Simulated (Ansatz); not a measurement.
The starting structures come from a database of crystals and need not be the phases stable at ambient conditions.

 Where the default PAW files enter, the runs use the earlier of Ansatz's two default sets.

Tunnelling through a barrier is set by its complex band structure: the current falls as exp(−2κd) with the smallest κ.

Consider the following.

```yaml
crystal:
  lattice:
    - [4.02164, 0.00000, 0.00000]
    - [-2.01082, 3.48284, 0.00000]
    - [2.01082, 1.16095, 6.67510]
  atoms:
    - { symbol: Ba, position: [0.48472, 0.24236, 0.27292] }
    - { symbol: Ba, position: [0.51528, 0.75764, 0.72708] }
    - { symbol: N, position: [0.00000, 0.50000, 0.50000] }
    - { symbol: F, position: [0.00000, 0.00000, 0.00000] }
```

Space group of this cell: R-3m. The cell is taken as given; by r2SCAN its mean pressure is -1.1 GPa.

Transport runs along the normal of the first two printed cell vectors, the (001) plane of the conventional cell.

No gap correction and no spin-orbit coupling; mid-gap values are interpolated between computed energies.

Task: Give the band gap and the smallest decay constant κ at mid-gap that r2SCAN (Ansatz, a quantum-chemistry and plane-wave program) yields.

Result: Gap 1.23 eV on a 10×10×10 mesh; κ = 0.281 1/Å, at (0.500, 0.000) of the in-plane reciprocal vectors. At the zone centre, at the nearest computed energy, the slowest state has κ = 0.35 1/Å.
